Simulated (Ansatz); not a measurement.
AlB2-type YB2

Method: PBEsol (Ansatz, an electronic-structure program, plane waves, PAW).

Run with plane-wave cutoff 500 eV, 18×18×10 k mesh (along the axes of the cell as run), Fermi–Dirac smearing 0.05 eV, scalar-relativistic PAW data made under PBE.

Cell: relaxed at this level.

- volume per atom: 11.83 Å³/atom
- equilibrium lattice constant a: 3.273 Å
- lattice parameter c: 3.824 Å
- band gap: none

Spin–orbit coupling is not included.

Computing time: very roughly 30 core-seconds.
